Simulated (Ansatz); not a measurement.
Given:

```xyz
2
Lattice="0.0479 2.8007 2.8007 2.8007 0.0479 2.8007 2.8486 2.8486 0.0000" Properties=species:S:1:pos:R:3 pbc="T T T"
Na     0.0000     0.0000     0.0000
Cl     2.8486     2.8486     2.8007
```

No spin polarisation.

Level of theory: DFT with PBEsol, PAW potentials and a 420 eV plane-wave cutoff in Ansatz (a first-principles code), spin-orbit coupling left out. k-mesh 10×10×10 (Γ-centred); smearing 0.05 eV (Fermi–Dirac).

Problem. Predict the valence-band top at Γ, stress, gap character and band gap.

Solution. Valence-band top at Γ (three highest levels, from the VBM): 0.00, -0.07, -0.13 eV
Stress (xx, yy, zz, yz, xz, xy; compression positive): (0.02, 0.02, 0.00, 0.00, 0.00, -0.41) GPa
Gap character: direct at Γ
Band gap: 4.94 eV

The cells carry an imposed strain or load. No phonon test of stability was made. The cell was made from NaCl in the rock salt structure (space group Fm-3m, No. 225) by this change: tensor shear ε_xy = +1.71 %.
